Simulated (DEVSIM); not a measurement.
Device: illuminated Si n-on-p cell, one wavelength, with a back-surface field, at 400 K.

Layer 1 from the left is Si, thickness (μm) 0.0700, Nd (cm⁻³) 1.6e19, τn (s) 3.1e-6, τp (s) 1e-5, absorption coefficient (cm⁻¹) 400. Layer 2 from the left is Si, thickness (μm) 35.0, Na (cm⁻³) 1.8e17, τn (s) 0.00011, τp (s) 0.00011, absorption coefficient (cm⁻¹) 400. Layer 3 from the left is Si, thickness (μm) 1.80, Na (cm⁻³) 2.2e18, τn (s) 0.00011, τp (s) 0.00011, absorption coefficient (cm⁻¹) 400.

Left contact: ohmic, minority hole recombination velocity 5000 cm/s. Right contact: ohmic, minority electron recombination velocity 2e6 cm/s. Voltage is applied to the left contact. Recombination: SRH at mid-gap, radiative, Auger. Light enters at the left, 5.4e16 photons cm⁻² s⁻¹, one pass, no reflection. Mobility is μmin + (μ − μmin)/(1 + (N/Nref)^α).

Constants are typed, rounded textbook-type inputs, not results; the design itself was drawn at random and stands for no fabricated device. Values at 300 K; Nc and Nv go as T^1.5, mobilities as T to minus their exponent, the gap by Varshni's rule with the affinity fixed.

Si: gap (eV) 1.124, affinity (eV) 4.05, permittivity 11.7, Nc (cm⁻³) 2.86e19, Nv (cm⁻³) 3.1e19, μn (cm²/Vs) 1417, μp (cm²/Vs) 470, μn,min 52, μp,min 45, Nref,n 9.7e16, Nref,p 2.2e17, αn 0.68, αp 0.72, T exponent of μn 2.3, T exponent of μp 2.2, B (cm³/s) 4.7e-15, Cn (cm⁶/s) 2.8e-31, Cp (cm⁶/s) 9.9e-32, Varshni α (eV/K) 0.000473, Varshni β (K) 636.

Model (solved in DEVSIM): 1D drift-diffusion, Boltzmann statistics, complete ionisation; no tunnelling, impact ionisation, image-force lowering or self-heating.

Dark forward current:

```tsv
|V| (V)	|J| (A/cm²)
0.05	1.253e-7
0.10	6.502e-7
0.15	2.870e-6
0.20	1.230e-5
0.25	5.245e-5
0.30	0.0002235
0.35	0.0009527
0.40	0.004062
0.45	0.01732
0.50	0.07383
0.55	0.3143
0.60	1.329
0.65	5.501
0.70	21.50
0.75	76.49
0.80	241.1
0.85	649.4
0.90	1442
0.95	2673
```

Question: Work out the local ideality factor n = ΔV / (kT/q · ln(J2/J1)) between the rows 0.15 and 0.20 V, 0.90 and 0.95 V.

Answer: kT/q = 34.47 mV. From 0.15 to 0.20 V: ln(1.230e-5/2.870e-6) = 1.455, n = 1.00, near the 1 of diffusion or emission over a barrier. From 0.90 to 0.95 V: ln(2673/1442) = 0.617, n = 2.35.

Question: What current could the absorbed light give at most, and what share is collected?

Answer: Σ αd = 1.47, so qΦ(1 − exp(−Σ αd)) = 6.67 mA/cm². The simulated short-circuit current is 5.607 mA/cm², a share of 0.84.

Question: Estimate the open-circuit voltage by superposition: the voltage at which the dark current equals that short-circuit current.

Answer: Interpolating ln J in the table gives 0.411 V. The simulation gives 0.411 V, the same within the digits that matter. Superposition holds where collection doesn't change with voltage.

Question: Estimate the fill factor from FF0 = (v − ln(v + 0.72))/(v + 1), v = qVoc/(nkT), with n from the dark curve.

Answer: The rows about Voc, 0.40 and 0.45 V, give n = 1.00, so v = 11.9 and FF0 = 0.726. The simulation gives 0.725, the same within the digits that matter.
